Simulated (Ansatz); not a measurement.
The parent structure is Hf in the hcp (Mg type) structure (space group P6_3/mmc, No. 194; a = 3.158 Å, c = 5.004 Å; relaxed with 0.1 eV smearing). Axes: x lies along a and z along c of the hexagonal cell.

Computed with Kohn–Sham DFT with the PBEsol functional, run in Ansatz (a quantum-chemistry and plane-wave program) with PAW and 420 eV plane waves, spin-orbit coupling left out.

Strains are applied to the cell and any free atomic positions relax.

One change was made to it. Results:

```json
[
 {"quantity": "energy relative to the base (free energy F)", "base": "0 meV/atom", "after": "+12 meV/atom"},
 {"quantity": "largest internal atomic displacement", "base": "–", "after": "0.024 Å"},
 {"quantity": "band gap", "base": "zero", "after": "zero"}
]
```

Question: Which change produced these results?
A) uniaxial strain ε_xx = −1.50 %
B) uniaxial strain ε_xx = −3.00 %
C) uniaxial strain ε_xx = +3.00 %

Answer: B, uniaxial strain ε_xx = −3.00 %. For comparison, the energy relative to the base in the other runs: uniaxial strain ε_xx = −1.50 % gives +2.9 meV/atom; uniaxial strain ε_xx = +3.00 % gives +10 meV/atom.

Stability against distortions was not tested. The final runs are not spin-polarised.
